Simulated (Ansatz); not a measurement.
We consider ScOF (P4/nmm, No. 129, 6 atoms in the cell; start mp-989178), described by r²SCAN (PAW; Ansatz, a first-principles code).

Settings: plane-wave cutoff 560 eV, 10×10×8 k mesh (along the axes of the cell as run), Fermi–Dirac smearing 0.01 eV, scalar-relativistic PAW data made under PBE.

Cell (relaxed with PBEsol):

Space group P4/nmm, origin choice 1 (No. 129); a = b = 3.578 Å, c = 5.094 Å, α = β = γ = 90.00°

```json
[
 {"atom": "Sc", "site": "2c", "symmetry": "4mm", "x": "0.0000", "y": "0.5000", "z": "0.2927"},
 {"atom": "O", "site": "2b", "symmetry": "-4m2", "x": "0.5000", "y": "0.5000", "z": "0.5000"},
 {"atom": "F", "site": "2a", "symmetry": "-4m2", "x": "0.0000", "y": "0.0000", "z": "0.0000"}
]
```

Give the computed band gap, smallest direct gap on the k points sampled and Γ–Γ gap.


- band gap: 4.97 eV (indirect)
- smallest direct gap on the k points sampled: 5.06 eV
- Γ–Γ gap: 5.21 eV

Note: cell and atoms aren't relaxed at this level (largest force component 0.12 eV/Å, pressure 2.4 GPa).

Static lattice: no zero-point or thermal effects.

Computing time: very roughly 40 core-seconds.

A start named mp-… is a Materials Project structure, which need not be a measured phase.
